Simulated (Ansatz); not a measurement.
## TaO$_{2}$ in the CdI2 type structure (space group P-3m1, No. 164; a hypothetical phase, not in the database extracts checked; layered, stacked along the Cartesian z axis)

```xyz
3
Lattice="3.0295 0.0000 0.0000 -1.5147 2.6236 0.0000 0.0000 0.0000 4.7682" Properties=species:S:1:pos:R:3 pbc="T T T"
Ta     0.0000     0.0000     0.0000
O      0.0000     1.7491     1.1214
O      1.5147     0.8745     3.6468
```

Computed with DFT with PBE-D3(BJ), PAW potentials and a 420 eV plane-wave cutoff in Ansatz (an electronic-structure program), no spin-orbit coupling. Settings: 18×18×10 k-points, 0.05 eV Fermi–Dirac smearing.

The volume per atom comes out as 12.63 Å³, the density is 9.33 g/cm³ and the band gap is zero. The total energy is -3689.906 eV/atom (σ→0; compares only within this code and set-up).

No phonon test of stability was made. No Hubbard U is applied, and correlation can decide whether such a compound is a metal. All final runs are without spin polarisation. An odd electron count without spin: TaO2.
